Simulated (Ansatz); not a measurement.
**TaRu under a change: pressure 1.5 GPa**

Start from TaRu (space group P4/mmm, No. 123; a = 3.025 Å, c = 3.386 Å).

Perturbation: cell and atoms relaxed at a pressure of 1.5 GPa.

Level of theory: PBEsol (Ansatz, a quantum-chemistry and plane-wave program; PAW; 420 eV plane waves; no spin-orbit coupling). Γ-centred 15×15×14 mesh, Fermi–Dirac width 0.05 eV.

The volume per atom shrinks by 0.08 Å³ to 15.41 Å³ and the density grows by 0.08 g/cm³, from 15.12 g/cm³ to 15.20 g/cm³. The lattice parameter a shrinks by 0.0051 Å, from 3.025 Å to 3.019 Å and the c/a ratio hardly moves (1.120 against 1.119). The shortest interatomic distance drops by 0.005 Å, from 2.728 Å to 2.723 Å and the enthalpy H = E + PV relative to the base's energy comes out as +0.14 eV/atom. The band gap remains zero.

Final structure:

```
TaRu
1.0
    3.01946     0.00000     0.00000
    0.00000     3.01946     0.00000
    0.00000     0.00000     3.37944
Ta Ru
1 1
Direct
  0.50000   0.50000   0.50000
  0.00000   0.00000   0.00000
```

Load acts through the strain it causes; cell and atoms are relaxed under it. Whether these cells are dynamically stable was not tested. All final runs are without spin polarisation.
